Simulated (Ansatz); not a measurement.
TiN under a change: strain tensor (xx, yy, zz, yz, xz, xy) = (−0.52, +1.59, −0.54, +0.06, +0.63, +0.54) %

Start from TiN in the rock salt structure (space group Fm-3m, No. 225; a = 4.234 Å; relaxed with 0.1 eV smearing). Axes: x, y, z lie along the cube axes.

It is then changed as follows: strain tensor (xx, yy, zz, yz, xz, xy) = (−0.52, +1.59, −0.54, +0.06, +0.63, +0.54) %; the atoms relax in the strained cell.

The values are results of r2SCAN (Ansatz, a program for electronic structure), spin-orbit coupling left out, earlier PAW set, not measurements. k-mesh 23×23×23 (Γ-centred); smearing 0.1 eV (Fermi–Dirac).

The volume per atom goes up by 0.05 Å³, from 9.49 Å³ to 9.54 Å³ and the space group goes from Fm-3m (No. 225) to P-1 (No. 2). The energy increases by 5.8 meV/atom and the pressure (mean of the normal stresses, compression positive) goes from zero to -1.2 GPa. The band gap remains zero and the stress (xx, yy, zz, yz, xz, xy; compression positive) comes out as (2.0, -7.6, 2.0, -0.2, -2.3, -1.9) GPa.

No phonon test of stability was made. The final runs are not spin-polarised. An odd electron count without spin: TiN.
